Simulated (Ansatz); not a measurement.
Structures of equal composition on the (111) surface of fcc Ni, ferromagnetic: a layer of Si in place of the second plane; a layer of Si in place of the third plane. The slabs share one bottom face, and each structure is named by its start. These are constructed structures in small cells; real faces may alloy, dewet or reconstruct in larger ones, and not all known structures of the face are among them. Slabs of about 10 Å with all that they carry, Fermi-Dirac smearing of 0.1 eV. Bottom of the slabs: a bare face, its two planes held. Relaxed from the named starts with such symmetry as they have, on meshes of like density; energies extrapolated to zero smearing; no spin-orbit coupling, no U. Spin-polarised runs, if any, are marked in brackets, and their order is one that fits the cell; the others ran without spin. Where a second, spin-polarised start was run, the lower counts.

All values below come from PBE (plane waves to 420 eV, PAW; Ansatz, a quantum-chemistry and plane-wave program).

Rank these by energy per 1x1 cell (lowest first), as PBE gives it.

a layer of Si in place of the second plane (0.000 eV [spin, 2.1 μB a cell]), a layer of Si in place of the third plane (0.059 eV [spin, 2.1 μB a cell])
